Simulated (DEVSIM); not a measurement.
Device: illuminated InP p-on-n cell, one wavelength, at 300 K.

Layer 1 from the left is InP, thickness (μm) 0.330, Na (cm⁻³) 1.6e18, τn (s) 6.3e-9, τp (s) 1.1e-9, absorption coefficient (cm⁻¹) 93000. Layer 2 from the left is InP, thickness (μm) 0.680, Nd (cm⁻³) 1.9e15, τn (s) 3.3e-8, τp (s) 3.3e-8, absorption coefficient (cm⁻¹) 93000.

Left contact: ohmic, minority electron recombination velocity 3e6 cm/s. Right contact: ohmic, minority hole recombination velocity 20000 cm/s. Voltage is applied to the left contact. Recombination: SRH at mid-gap, radiative, Auger. Light enters at the left, 1.8e16 photons cm⁻² s⁻¹, one pass, no reflection. Mobility is μmin + (μ − μmin)/(1 + (N/Nref)^α).

The device is made up for the run: typed textbook-type constants, with dimensions and the other settings drawn at random. Values at 300 K.

InP: gap (eV) 1.344, affinity (eV) 4.38, permittivity 12.5, Nc (cm⁻³) 5.7e17, Nv (cm⁻³) 1.1e19, μn (cm²/Vs) 5200, μp (cm²/Vs) 170, μn,min 400, μp,min 10, Nref,n 3e17, Nref,p 4.9e17, αn 0.47, αp 0.62, B (cm³/s) 1.2e-10, Cn (cm⁶/s) 9e-31, Cp (cm⁶/s) 9e-31.

Model (solved in DEVSIM): 1D drift-diffusion, Boltzmann statistics, complete ionisation; no tunnelling, impact ionisation, image-force lowering or self-heating.

Problem. What does the simulation give for the largest field in the device at zero bias, the potential step across the device at zero bias?

Solution. largest field in the device at zero bias 70000 V/cm; potential step across the device at zero bias 1.147 V.
